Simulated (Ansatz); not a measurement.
Consider B (space group I4_132, No. 214; a = 4.633 Å; a hypothetical phase, not in the database extracts checked).

Perturbation: every lattice vector is stretched by 0.25 %, atoms relaxed at fixed cell.

Levels (all Ansatz, a program for electronic structure, PAW): PBEsol (420 eV, without spin-orbit coupling); HSE06 (420 eV, no spin-orbit coupling).

The geometry is relaxed with PBEsol.

| Property | Result |
|---|---|
| PBEsol lowest conduction level above the VBM at special points | Γ 1.44 eV; N 2.82 eV; P 3.35 eV |

How does going to HSE06 change the lowest conduction level above the VBM at special points?

The lowest conduction level above the VBM at special points becomes Γ 2.48 eV; N 3.77 eV; P 4.52 eV (PBEsol: Γ 1.44 eV; N 2.82 eV; P 3.35 eV).

Single points use the geometry relaxed with PBEsol. HSE06 was sampled on its mesh, a few special points and the semilocal edge points, so its gap is an upper bound. The levels and masses belong to the bands next to the band gap. The cells carry an imposed strain or load. No phonon test of stability was made.
